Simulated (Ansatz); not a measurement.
Functionals compared on a constructed model of the (110) surface of bcc Nb, a pseudomorphic layer of Sc in the host's stacking (bottom of the slab: a bare face, its two planes held), in Ansatz (plane waves, PAW). The structure was relaxed with PBE; the other rows are single points on it. Cutoff 420 eV (500 eV for r2SCAN).

Set-up: 7 atoms, 14.7 Å thick at the start; mesh 14x14x1; 0.1 eV smearing; dipole correction on; 2 atoms held, the rest relaxed; start symmetry kept, larger cells not searched; no spin, no spin-orbit, no U. It is one candidate, not shown to be the stable structure of the face. These notes are the PBE run's.

| functional | work function of the top face (eV) | rough cost of the single point |
|---|---|---|
| PBE | 4.00 | – |
| RPBE | ? | very roughly 40 core-seconds |
| r2SCAN | 4.15 | around 90 core-seconds (rough) |

Task: What belongs in the gaps?

Result: 
- RPBE, work function of the top face (eV): 3.91

Ansatz is a first-principles code.
